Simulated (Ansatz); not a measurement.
Band structure of Ti6PtAu (Pm-3, 8 atoms in the cell).

```yaml
crystal:
  lattice:
    - [5.05615, 0.00000, 0.00000]
    - [0.00000, 5.05615, 0.00000]
    - [0.00000, 0.00000, 5.05615]
  atoms:
    - { symbol: Ti, position: [0.00000, 0.50000, 0.75355] }
    - { symbol: Ti, position: [0.00000, 0.50000, 0.24645] }
    - { symbol: Ti, position: [0.75355, 0.00000, 0.50000] }
    - { symbol: Ti, position: [0.24645, 0.00000, 0.50000] }
    - { symbol: Ti, position: [0.50000, 0.75355, 0.00000] }
    - { symbol: Ti, position: [0.50000, 0.24645, 0.00000] }
    - { symbol: Pt, position: [0.00000, 0.00000, 0.00000] }
    - { symbol: Au, position: [0.50000, 0.50000, 0.50000] }
```

Method of the run: LDA (PW92), PAW files made with PBE (plane waves; Ansatz, an electronic-structure program).

Settings: basis.ecutwfc = 420 eV; kpoints.mp_grid.grid = 5 5 5; hamiltonian.xc = lda; hamiltonian.pseudopotentials = {kind: paw} (the program's default PAW files); scf.occupations.method = gaussian; scf.occupations.width = 0.136 eV; kpoints.band_path.npoints = 8.

The starting cell comes from a database of computed structures (which also holds hypothetical and non-ambient phases and stackings), without a prior relaxation at this level. Spin-orbit coupling is off. Spin polarisation is off.

Levels in eV from the Fermi level, bands 51 to 58:
| point | 51 | 52 | 53 | 54 | 55 | 56 | 57 | 58 |
|---|---|---|---|---|---|---|---|---|
| Γ | -0.88 | -0.86 | -0.86 | -0.86 | -0.60 | -0.60 | -0.39 | 0.88 |
| X | -0.61 | -0.56 | -0.03 | 0.06 | 0.12 | 0.20 | 0.52 | 0.65 |
| M | -0.45 | -0.44 | -0.21 | -0.17 | -0.17 | 0.69 | 0.85 | 1.00 |
| R | -0.06 | -0.06 | -0.06 | -0.05 | -0.05 | -0.05 | 1.28 | 1.28 |

Bands cross the Fermi level along this path, so the cell is metallic at this level.

Keys are those of Ansatz 0.2.
